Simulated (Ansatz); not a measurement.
The reference is SnTe in the rock salt structure (space group Fm-3m, No. 225; a = 6.2891 Å).

Calculations: plane-wave PAW DFT at the PBEsol level (Ansatz, a first-principles code, 420 eV), without spin-orbit coupling.

Strains are applied to the cell and any free atomic positions relax.

One change was made to it. Results:

The energy rises by 34 meV/atom; the pressure shrinks by 3.42 GPa to -3.43 GPa.

Question: Which of these changes matches the shifts?
A) isotropic strain +1.50 %
B) isotropic strain +2.50 %
C) isotropic strain +2.00 %
D) isotropic strain +3.00 %

Answer: D, isotropic strain +3.00 %. For comparison, the energy relative to the base in the other runs: isotropic strain +1.50 % gives +8.9 meV/atom; isotropic strain +2.50 % gives +24 meV/atom; isotropic strain +2.00 % gives +15 meV/atom.

Stability against distortions was not tested. All final runs are without spin polarisation.
